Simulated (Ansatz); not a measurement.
Input and output of a self-consistent single point for TlIO₃ (R3m, 5 atoms in the cell) (Ansatz, a first-principles code).

Method of the run: PBEsol, harder PAW files (source: ansatz) made with PBE (plane waves; Ansatz).

The change in words: lattice scaled by 0.98; basis.ecutwfc: 420 eV → 1115 eV; hamiltonian.pseudopotentials: {kind: paw} (the program's default PAW files) → {kind: paw, source: ansatz}. Reference geometry:
```
TlIO3
1.0
    3.16025     1.82457     2.66340
   -3.16025     1.82457     2.66340
    0.00000    -3.64914     2.66340
Tl I O
1 1 3
Cartesian
  0.00000   0.00000   0.11992
  0.00000   0.00000   4.00996
  1.39490   0.80535   4.86619
 -1.39490   0.80535   4.86619
  0.00000  -1.61069   4.86619
```

Reference input (self-consistent single point, DFT, PBEsol, plane waves, default PAW files made with PBE): basis.ecutwfc = 420 eV; kpoints.mp_grid.grid = 6 6 6; hamiltonian.xc = pbesol; hamiltonian.pseudopotentials = {kind: paw} (the program's default PAW files); scf.occupations.method = fermi_dirac; scf.occupations.width = 0.02 eV. This run's input differs from it in these lines:

Ansatz 0.2 input:
```diff
@@ -2,5 +2,5 @@
   lattice:
-    - [3.160247, 1.824569, 2.663399]
-    - [-3.160247, 1.824569, 2.663399]
-    - [0.000000, -3.649140, 2.663399]
+    - [3.097042, 1.788078, 2.610131]
+    - [-3.097042, 1.788078, 2.610131]
+    - [0.000000, -3.576157, 2.610131]
   atoms:
@@ -12,3 +12,3 @@
 basis:
-  ecutwfc: 420.0
+  ecutwfc: 1115.0
 kpoints:
@@ -17,3 +17,3 @@
   xc: pbesol
-  pseudopotentials: { kind: paw }
+  pseudopotentials: { kind: paw, source: ansatz }
 scf:
```

Log, with long lists cut:

```
SCF iter   1: F=—  HF=-23521.859406 eV  |F-HF|=—  |Δ(HF+E_count)|=         —  Δρ=1.07e-1  dr2=1.82e1  ethr=3.10e-3  ⟨swp⟩=6.2  Hψ=4390  notcnv=0
all-band conjugate gradients solve this SCF's bands
preconditioner: auto → Resta (q_TF=auto, 2.536 Å⁻¹)
SCF iter   2: F=—  HF=-23515.898208 eV  |F-HF|=—  |Δ(HF+E_count)|=    5.96e0  Δρ=4.39e-2  dr2=3.88e0  ethr=3.10e-3  ⟨swp⟩=3.0  Hψ=2537  notcnv=0  defer=40
   [... lines left out ...]
SCF iter   7: F=—  HF=-23514.216607 eV  |F-HF|=—  |Δ(HF+E_count)|=   1.46e-4  Δρ=2.94e-4  dr2=6.58e-5  ethr=1.82e-6  ⟨swp⟩=2.0  Hψ=1365  notcnv=0  defer=38
SCF iter   8: F=—  HF=-23514.216215 eV  |F-HF|=—  |Δ(HF+E_count)|=   3.92e-4  Δρ=4.29e-5  dr2=1.21e-6  ethr=1.18e-7  ⟨swp⟩=2.2  Hψ=1665  notcnv=0  defer=38
SCF iter   9: F=—  HF=-23514.216216 eV  |F-HF|=—  |Δ(HF+E_count)|=   8.46e-7  Δρ=1.34e-5  dr2=1.08e-7  ethr=2.16e-9  ⟨swp⟩=2.0  Hψ=1629  notcnv=0  defer=38
SCF iter  10: F=-23514.216216 eV  HF=-23514.216216 eV  |F-HF|=2.75e-9  |Δ(HF+E_count)|=   6.46e-8  Δρ=2.18e-6  dr2=3.94e-9  ethr=1.79e-10  ⟨swp⟩=11.1  Hψ=5159  notcnv=0
SCF 1 converged in 10 iterations: F = -23514.216216 eV  dr2 = 3.94e-9
Free energy (F): -23514.216216 eV
Internal energy: -23514.216216 eV  (E = F + TS)
E sigma→0 (E₀):  -23514.216216 eV
Fermi energy:    8.942746 eV
--- Forces (eV/Å), atoms counted from 1 ---
  atom   1  Tl     0.00000000     0.00000000    -0.07060832
  atom   2  I      0.00000000     0.00000014    -2.18717069
  atom   3  O      1.18913340     0.68654644     0.75258118
  atom   4  O     -1.18913340     0.68654644     0.75258118
  atom   5  O     -0.00000000    -1.37309302     0.75258105
--- Stress (GPa, compression-positive) ---
        6.960366       0.000000       0.000000
        0.000000       6.960366       0.000000
        0.000000       0.000000       4.598092
  P = ⅓ Tr σ = 6.1729 GPa (61.729 kbar)
  The stress holds the Pulay correction. Without it, at fixed plane waves, as pw.x and ABINIT print it: P = 6.1660 GPa
```

The run converged in 10 iterations. Against the reference run the pressure goes from -0.08 to 6.17 GPa, the largest force goes from 0.354 to 2.187 eV/Å and the gap on the mesh goes from 2.696 to 2.754 eV.

The starting cell comes from a database of computed structures (which also holds hypothetical and non-ambient phases and stackings), without a prior relaxation at this level. Its lattice was rescaled by up to half a per cent. One atom was moved a little off its site on purpose. For this run, on top of that: lattice scaled by 0.98. Spin-orbit coupling is off. Forces in this geometry exceed 1 eV/Å. Ansatz's pressure includes its estimate of the finite-basis (Pulay) stress.

Cost on one core of a shared machine: roughly 50 s.
